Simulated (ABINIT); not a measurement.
## A short convergence ladder for FeO (R3m, 4 atoms in the cell)

```
FeO
1.0
    4.31701     2.15850     2.15850
    2.15850     4.31701     2.15850
    2.15850     2.15850     4.31701
Fe O
2 2
Cartesian
  0.02886   0.02886   0.02886
  4.31701   4.31701   4.31701
  2.15850   2.15850   2.15850
  6.47551   6.47551   6.47551
```
Moments meant for the start (each program seeds them in its own way; μB, in the order of the atoms Fe Fe O O): 4.0 -4.0 0.0 0.0.

Base method: PBEsol, PAW (JTH v2.0 PBE PAW, files made for PBE) (plane waves; ABINIT).

Base settings: pseudos = [Fe.GGA_PBE-JTH.xml, O.GGA_PBE-JTH.xml]; ecut = 816 eV; pawecutdg = 1633 eV; pawxcdev = 0; ixc = -116133; nsppol = 2; occopt = 3; tsmear = 0.00036749 Ha; ngkpt = 4 4 4; nshiftk = 1.

The count of work is k-points × plane waves × bands × iterations; it is no time. Core times come from one kind of shared machine, to one figure; runs under 30 s give none.

**The plane-wave cutoff**

Moved along: pawecutdg.

The mesh stays at the base's, so the ladder's end is converged at best in this setting alone.

Only quantities that move along the ladder and can be compared are tabulated.

```csv
ecut,free energy less the last step's (meV/atom),pressure (GPa),largest difference of a force vector from the last step's (eV/Å),count of work / last,core time / last (rough)
272 eV,2534.31,-182.20,0.021,0.17,0.3
327 eV,806.14,-60.51,0.017,0.23,0.3
381 eV,352.07,-30.32,0.020,0.39,0.6
490 eV,75.10,-16.48,0.004,0.46,0.5
816 eV,0.00,-11.48,0.000,1.0,1
```

Coarsest ecut that holds the pressure within 1 GPa: not settled: the last two steps still differ by 5.0 GPa, over half the tolerance, so the ladder does not show it.

Coarsest ecut that holds the free energy within 5 meV/atom: not settled: the last two steps still differ by 75 meV/atom, over half the tolerance, so the ladder does not show it.

Coarsest ecut that holds the forces within 0.01 eV/Å of the last step, with all finer ones: 490 eV; the step before is off by 0.020 eV/Å.

At the lowest cutoff the pressure lies 171 GPa under the last step's, the usual sign of Pulay stress in an incomplete plane-wave basis.

On the base run: the starting cell has typed, rounded lattice constants, without a prior relaxation at this level. Its lattice was rescaled by up to half a per cent. One atom was moved a little off its site on purpose. The magnetic order is the one reached from the typed start; others were not searched systematically. The potentials were made for another functional than the one used. In the base run, with a pressure of about -11 GPa the cell is away from its equilibrium volume at this level. Without a gap this mesh is coarse (it stands for a supercell whose shortest vector is 12 Å).
